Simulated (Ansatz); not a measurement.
**Ni2Si: response to strain**

Consider Ni₂Si (space group Pnma, No. 62; a = 4.917 Å, b = 3.698 Å, c = 7.008 Å; non-magnetic). Axes: x, y, z lie along a, b, c of the conventional cell.

Strains are applied to the cell and any free atomic positions relax; under biaxial strain the out-of-plane vector relaxes too; under stress the whole cell relaxes.

All numbers come from PBEsol/PAW in Ansatz (a first-principles code), scalar-relativistic without spin-orbit coupling, earlier PAW set.

Notes on the quantities. pressure: mean of the normal stresses, compression positive.

| case | pressure | shortest interatomic distance |
|---|---|---|
| base | 0.0 GPa | 2.291 Å |
| biaxial strain −1.88 %, plane normal [001], relaxed out of plane | 4.3 GPa | 2.281 Å |
| uniaxial strain ε_xx = +1.06 % | ? | 2.292 Å |
| uniaxial strain ε_xx = +2.20 % | -4.0 GPa | 2.290 Å |
| uniaxial stress, 2 GPa compression along z | – | ? |

Question: What belongs in the blanks?

Answer: 
- uniaxial strain ε_xx = +1.06 %, pressure: -2.0 GPa
- uniaxial stress, 2 GPa compression along z, shortest interatomic distance: 2.279 Å

Without a gap, meshes like the base's 8×10×6 leave anisotropic stresses uncertain by several tenths of a GPa, and small strain energies with them. Stability under load was not tested beyond the relaxation. Starting moments died away, wholly or in part, for the base; another magnetic solution may exist. All final runs are without spin polarisation.
